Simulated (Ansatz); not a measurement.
In a free linear chain of Sb atoms, spin-degenerate bands cross the Fermi level 3 times between Γ and the zone edge.

All values below come from PBE (plane waves to 420 eV, PAW; Ansatz, a program for electronic structure). Mesh 1×1×54. No spin polarisation, so a magnetic state wasn't tested. It repeats along c; a and b span vacuum. A hypothetical model. It keeps the symmetry and period of its start, so it need not be a minimum against all distortions. Pairing along the axis, which can open a gap, is among the distortions not tried. Values not marked SOC lack spin–orbit coupling.

Q: What are the conductance and the two-terminal resistance of a perfect, endless piece?

A: Each crossing on the half of the zone with k > 0 has a partner at −k, so it gives one mode in each direction. Counting spin there are 6 modes, each carrying e²/h = 38.74 μS. G = 6 × 38.74 = 232.4 μS and R = 1/G = 4.30 kΩ, whatever the length. Scattering by phonons, roughness and contacts can only raise R.
